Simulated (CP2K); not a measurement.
Band structure of Ba (Im-3m, 1 atom in the cell).

```xyz
1
Lattice="4.4340 0.0000 0.0000 -1.4780 4.1804 0.0000 -1.4780 -2.0902 3.6203" Properties=species:S:1:pos:R:3 pbc="T T T"
Ba     0.0000     0.0000     0.0000
```

Method of the run: PBE, GPW, TZVP-MOLOPT-SR-GTH basis, GTH-PBE potentials (GTH_POTENTIALS) (CP2K).

Settings: CUTOFF = 500 Ry; REL_CUTOFF = 60 Ry; SMEAR/METHOD = FERMI_DIRAC; ELECTRONIC_TEMPERATURE = 580.23 K; KPOINTS/SCHEME = MONKHORST-PACK 12 12 12; GAMMA_CENTERED = T; XC_FUNCTIONAL = PBE; Ba/BASIS_SET = TZVP-MOLOPT-SR-GTH-q10; Ba/POTENTIAL = GTH-PBE-q10; METHOD = GPW; EPS_DEFAULT = 1e-10; EXTRAPOLATION = USE_GUESS; NGRIDS = 5; SCF_GUESS = ATOMIC.

The starting cell has typed, rounded lattice constants, without a prior relaxation at this level. Its lattice was rescaled by a random factor within 2.5 % of one. Values carry the incompleteness of an atom-centred basis.

Levels in eV from the Fermi level, bands 2 to 7:
| point | 2 | 3 | 4 | 5 | 6 | 7 |
|---|---|---|---|---|---|---|
| Γ | -14.21 | -14.21 | -14.21 | -2.90 | 1.88 | 1.88 |
| H | -14.47 | -14.47 | -14.47 | -0.11 | -0.11 | 4.04 |
| N | -14.58 | -14.33 | -14.21 | -1.01 | 0.88 | 0.97 |
| P | -14.39 | -14.39 | -14.39 | 0.28 | 0.28 | 0.28 |

Bands cross the Fermi level along this path, so the cell is metallic at this level.

Higher empty bands are left out: an atom-centred basis made for the valence describes them poorly.
